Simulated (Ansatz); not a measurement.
AlN (Fm-3m, No. 225, 2 atoms in the cell; start mp-1330; high-pressure phase), treated with r²SCAN+rVV10 in Ansatz (plane waves, PAW).

Numerical settings: plane-wave cutoff 500 eV, 16×16×16 k mesh, Fermi–Dirac smearing 0.05 eV, scalar-relativistic PAW data made under PBE.

Cell (relaxed at this level):

```
CELL_PARAMETERS angstrom
      0.00000     2.01660     2.01660
      2.01660     0.00000     2.01660
      2.01660     2.01660     0.00000
ATOMIC_POSITIONS crystal
  Al 0.50000 0.50000 0.50000
  N  0.00000 0.00000 0.00000
```

**Question.** What does this level give for the band gap?

**Answer.** 
- band gap = 5.54 eV (on the SCF k mesh)

Note: the relaxation could not lower the start's symmetry, so the cell can be a saddle point above a distorted one.

Computed values are for the static lattice.

A start named mp-… is a Materials Project structure, which need not be a measured phase.

Ansatz is a quantum-chemistry and plane-wave program.
